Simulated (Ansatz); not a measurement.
S on the N site (S_N) in rock-salt TiN (start: the N site; 64-site cell, 4×4×4 shifted sampling), Ti-rich (Δμ(N) = -3.43 eV, Δμ(S) = -2.99 eV, bounded by TiS (P-6m2); only phases computed here count, gases as isolated molecules at 0 K). Method: PBE, PAW (plane waves to 420 eV; Ansatz, a first-principles code). In charge state 0 (not spin-polarised) the formation energy is 2.57 eV. The crystal has 5.22 × 10^22 N sites per cm³.

Estimate the equilibrium concentration at 1100 K in the dilute limit, leaving out vibrational entropy and degeneracy.

kT = 0.0948 eV; c = N exp(−E_f / kT) = 5.22 × 10^22 × exp(−27.1) ≈ 9 × 10^10 cm^-3. An error of 0.2 eV in E_f moves this by a factor of 8.
